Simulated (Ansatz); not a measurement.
```xyz
5
Lattice="3.9880 0.0000 0.0000 0.0000 3.9880 0.0000 0.0000 0.0000 3.9672" Properties=species:S:1:pos:R:3 pbc="T T T"
K      1.9940     1.9940     1.9836
Ta     0.0000     0.0000     0.0000
O      0.0000     1.9940     0.0000
O      1.9940     0.0000     0.0000
O      0.0000     0.0000     1.9836
```

Calculation: PBEsol with spin-orbit coupling, rigid bands (plane waves, PAW; Ansatz, a first-principles code). Condition of this run: uniaxial stress zz = 2 GPa (compression positive) (the target of the relaxation). How the cell was made: cell and atoms relaxed with PBEsol, then loaded as said.

Task: Predict the hole conductivity mass (n e² τ/σ) at 300 K, by direction if it differs.

Result: 1.95 (x), 1.95 (y), 2.3 (z) mₑ.

Task: What conductivity effective mass do dilute electrons have at 300 K?

Result: 0.44 (x), 0.44 (y), 0.47 (z) mₑ.

Task: And the band gap?

Result: 2.00 eV at this level; semilocal functionals usually fall short of the measured gap.

Rigid bands, one relaxation time for all states, no polarons.
